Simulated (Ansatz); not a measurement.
We consider InSe (P6₃/mmc, No. 194, 8 atoms in the cell; start mp-20485; a measured phase of this formula has another space group), described by PBE-D4 in Ansatz (plane waves, PAW).

Settings: plane-wave cutoff 500 eV, 12×12×4 k mesh (along the axes of the cell as run), Fermi–Dirac smearing 0.05 eV, scalar-relativistic PAW data made under PBE.

Cell (relaxed at this level):

InSe has the hexagonal space group P6₃/mmc (No. 194), Pearson symbol hP8. Conventional cell: a = b = 4.029 Å, c = 16.723 Å, α = β = 90.00°, γ = 120.00°. In on 4f sees 3 Se at 2.659 Å (trigonal pyramidal). Se on 4f is surrounded by 3 In at 2.659 Å (trigonal pyramidal). (Neighbours: up to the widest gap in distance over summed covalent radii, below 1.35, at either atom; cation-cation and far metal-metal contacts left out.)

### Question
Predict the band gap.

### Answer

band gap: 0.37 eV (on the SCF k mesh)

Note: the relaxation could not lower the start's symmetry, so the cell can be a saddle point above a distorted one.

Spin–orbit coupling is not included.

A start named mp-… is a Materials Project structure, which need not be a measured phase.

Ansatz is a first-principles code.
